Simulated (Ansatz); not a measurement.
System: interstitial Mg in anatase TiO2 (charge state +2). The step: Mg moves alone to another site (a rearrangement that moves the defect's centre by under 1 Å); the atom moves 0.92 Å along (0.00, 0.00, 0.10) of the unit cell; the moving atom starts with neighbours 2 O at 1.94, 2 O at 1.97, O at 2.12 Å and ends with 2 O at 1.94, 2 O at 1.97, O at 2.12 Å. DFT values are from Ansatz (plane-wave PAW, 420 eV unless said) in a cell of 108 host sites, spin-restricted, static, with no finite-size correction. The charge state is imposed; whether it is stable for some Fermi level was not computed. Sites that were not tried may lie lower. For the PBE band: the saddle point's order was not checked, and it lies on a symmetry element of the cell, where a band can be held.

```
Level                                                              Forward barrier (eV)  Cost of the band or of the saddle's single point
-----------------------------------------------------------------  --------------------  ------------------------------------------------
CHGNet universal potential (has no charge state), its own band                     0.18                                                 -
PBE, the Γ point alone, band relaxed                                               0.14            about 27 core-minutes (a rough figure)
PBE, a 2×2×2 k-point mesh shifted by half a step, same geometries                  0.14                     around 9 core-minutes (rough)
r2SCAN at 500 eV, the Γ point alone, same geometries                               0.15                          roughly 2.8 core-minutes
```

Ansatz is a first-principles code.
